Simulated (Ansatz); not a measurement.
Bond-angle distributions (per cent of the angles at each element, bins of 10°) of a relaxed model of amorphous W$_{20}$Si$_{10}$N$_{20}$ at 11.32 g/cm³. Computed with PBE, scalar-relativistic without spin-orbit coupling (plane waves to 420 eV, PAW; Ansatz, an electronic-structure program). The usual formal charges leave 100 electrons over, so the level spacing at the Fermi energy parts defect or band states and needn't be the band gap.

A CHGNet melt-quench gave the starting glass, which DFT then relaxed. N atoms were pushed apart under 1.9 Å during the dynamics, to hinder bonds among them. The hot cell started wider than the set density and was brought back towards it in steps. It is the lowest in DFT energy of 2 quenches. It is a model cell: composition and starting density were chosen by hand, and all elements were melted together. No dispersion term was used. Its density started from a set value of 13.06 and ended at 11.32 g/cm³. The simulated quench (nominally 450 K/ps over its main leg) is rapid and tends to freeze in more defects than a deposited or slowly cooled glass has. A cell of this size samples the disorder only roughly. Volume and shape were free in the relaxation. Stress components on the final sampling reach 0.6 GPa. On a 2×2×2 Γ-centred mesh force components of up to 0.41 eV/Å stay, since the relaxation ran on one k-point at (1/4, 1/4, 1/4).

Cut-offs for bonds: W-W 3.04 Å, W-Si 2.74 Å, W-N 2.74 Å, Si-Si 2.60 Å, Si-N 2.08 Å, N-N 1.70 Å. Two cations that share two anions don't count as bonded, nor two that share one unless they lie closer than W-W 2.95 Å, W-Si 2.66 Å, Si-Si 2.38 Å.

```json
[
 {"angle (°)": "50-60", "at W": "5", "at Si": "3", "at N": "0"},
 {"angle (°)": "60-70", "at W": "7", "at Si": "12", "at N": "0"},
 {"angle (°)": "70-80", "at W": "11", "at Si": "14", "at N": "8"},
 {"angle (°)": "80-90", "at W": "15", "at Si": "10", "at N": "22"},
 {"angle (°)": "90-100", "at W": "13", "at Si": "8", "at N": "25"},
 {"angle (°)": "100-110", "at W": "8", "at Si": "10", "at N": "10"},
 {"angle (°)": "110-120", "at W": "8", "at Si": "13", "at N": "6"},
 {"angle (°)": "120-130", "at W": "9", "at Si": "15", "at N": "9"},
 {"angle (°)": "130-140", "at W": "7", "at Si": "8", "at N": "9"},
 {"angle (°)": "140-150", "at W": "6", "at Si": "4", "at N": "1"},
 {"angle (°)": "150-160", "at W": "5", "at Si": "0", "at N": "4"},
 {"angle (°)": "160-170", "at W": "2", "at Si": "4", "at N": "4"},
 {"angle (°)": "170-180", "at W": "1", "at Si": "0", "at N": "1"}
]
```

They go with these counts of neighbours within the cut-offs, cation contacts included: W mean 6.7, most often 7; Si mean 5.2, most often 5; N mean 4.3, most often 4.
